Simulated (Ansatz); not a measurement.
Take TiAl (space group P4/mmm, No. 123; a = 2.766 Å, c = 4.002 Å; relaxed with 0.1 eV smearing) as the base. Axes: x, y, z lie along a, b, c of the conventional cell.

The values are results of plane-wave PAW DFT at the LDA level (Ansatz, a first-principles code, 420 eV), scalar-relativistic without spin-orbit coupling, not measurements.

Base values:

```
Quantity                        Result
-----------------------------  -------
Shortest interatomic distance  2.766 Å
```

Now apply this change: tensile biaxial strain of 2.50 % in the plane normal to [001], as in epitaxy on a mismatched substrate; the out-of-plane cell vector and the atoms relax.

Q: What does the calculation give for the shortest interatomic distance and ratio −ε⊥/ε∥ after the change?

A: The shortest interatomic distance goes up by 0.024 Å, from 2.766 Å to 2.790 Å; the ratio −ε⊥/ε∥ comes out as 1.20.

Whether these cells are dynamically stable was not tested. All final runs are without spin polarisation.
